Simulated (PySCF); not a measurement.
PySCF 2.14.0, R2SCAN/def2-tzvp, df: thienothiophene (c1cc2sccc2s1), 12 atoms. The geometry is a generated start, not checked to be a minimum at this level.

```python
import time
import numpy
from pyscf import lib
from pyscf import gto, scf, dft, mp, cc, sgx
lib.logger.TIMER_LEVEL = 4
t0 = time.perf_counter()

mol = gto.M(
    atom='''
C      2.22980000    -0.08050000     0.46730000
C      1.63760000     0.09420000    -0.76240000
C      0.21460000     0.08780000    -0.64390000
S     -1.11740000     0.25190000    -1.76000000
C     -2.22980000     0.08050000    -0.46730000
C     -1.63760000    -0.09420000     0.76240000
C     -0.21460000    -0.08780000     0.64390000
S      1.11740000    -0.25190000     1.76000000
H      3.28940000    -0.11760000     0.68140000
H      2.18100000     0.21900000    -1.69010000
H     -3.28940000     0.11760000    -0.68140000
H     -2.18100000    -0.21900000     1.69010000
''',
    basis='def2-tzvp',
    max_memory=16000,
    verbose=4,
)
mf = dft.RKS(mol, xc='r2scan')
mf = mf.density_fit()
mf.chkfile = None
mf.kernel()
print('SCF converged:', mf.converged)
print('E(SCF) = %.10f' % mf.e_tot)
print('basis functions:', mol.nao_nr())
print('integrals held in memory:', getattr(mf, '_eri', None) is not None)
t1 = time.perf_counter()
print('wall of the SCF part: %.3f s' % (t1 - t0))
g = mf.nuc_grad_method()
g.kernel()
print('wall after the SCF: %.3f s' % (time.perf_counter() - t1))
print('run ended')
```

The program reports basis functions: 284, grid points: 161704.

Hardware: Arm Neoverse V2, 96 cores on 1 socket, no SMT, 1 L3 cache group.

Each time is the median wall time of two to five repeats, run one at a time on the otherwise empty machine; start-up is included. Processes are pinned to neighbouring cores unless said otherwise. The build: PyPI wheel: OpenMP (GNU), a bundled serial OpenBLAS 0.3.3 under its C layer, NumPy's threaded OpenBLAS held to generic ARMv8 kernels, libcint, Libxc; another build can shift the numbers. Scratch files lie in a memory file system.

Started as
```bash
OMP_NUM_THREADS=32 OPENBLAS_NUM_THREADS=1 python -u run.py
```
(32 threads, 1 BLAS thread, mf.grids.level = 3 (default)) it takes 9.7 s and 12 Fock builds (products with the orbital Hessian counted alike).

Predict the time once the run is changed to mf.grids.level = 5.

About 25 s (2 runs within 1 %): 2.5× as long. The grid goes from 161704 to 438128 points and the exchange-correlation step from 6.1 to 18 s. Change in the result: energy 0.0080 meV/atom, forces (largest component) 15 meV/Å.
